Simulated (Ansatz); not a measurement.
The structure below was relaxed with plane-wave PAW DFT at the r2SCAN level (Ansatz, a program for electronic structure, 500 eV), no spin-orbit coupling, earlier PAW set, at pressure 22.5 GPa.

```
CELL_PARAMETERS angstrom
      2.68273     0.00000     0.00000
      0.00000     2.68273     0.00000
      0.00000     0.00000     3.87141
ATOMIC_POSITIONS crystal
  Al 0.50000 0.50000 0.50000
  Ti 0.00000 0.00000 0.00000
```

Q: Find the space group and the Wyckoff positions.

A: Space group P4/mmm (No. 123); a = 2.6827 Å, b = 2.6827 Å, c = 3.8714 Å, α = 90.00°, β = 90.00°, γ = 90.00°

```
atom  site  symmetry       x       y       z
----  ----  --------  ------  ------  ------
Al      1d     4/mmm  0.5000  0.5000  0.5000
Ti      1a     4/mmm  0.0000  0.0000  0.0000
```

Q: Describe the coordination.

A: The crystal has 2 atoms in its conventional cell. Lattice parameters: a = 2.683 Å, b = 2.683 Å, c = 3.871 Å, α = 90.00°, β = 90.00°, γ = 90.00°. Al is coordinated by 4 Al at 2.683 Å and 8 Ti at 2.710 Å (cuboctahedral). Ti is coordinated by 4 Ti at 2.683 Å and 8 Al at 2.710 Å (cuboctahedral). (Neighbours: up to the widest gap in distance over summed covalent radii, below 1.35, at either atom.)

Load acts through the strain it causes; cell and atoms are relaxed under it. Stability against distortions was not tested. No other phases were tried under pressure. All final runs are without spin polarisation. The cell was made from TiAl (space group P4/mmm, No. 123) by this change: pressure 22.5 GPa.
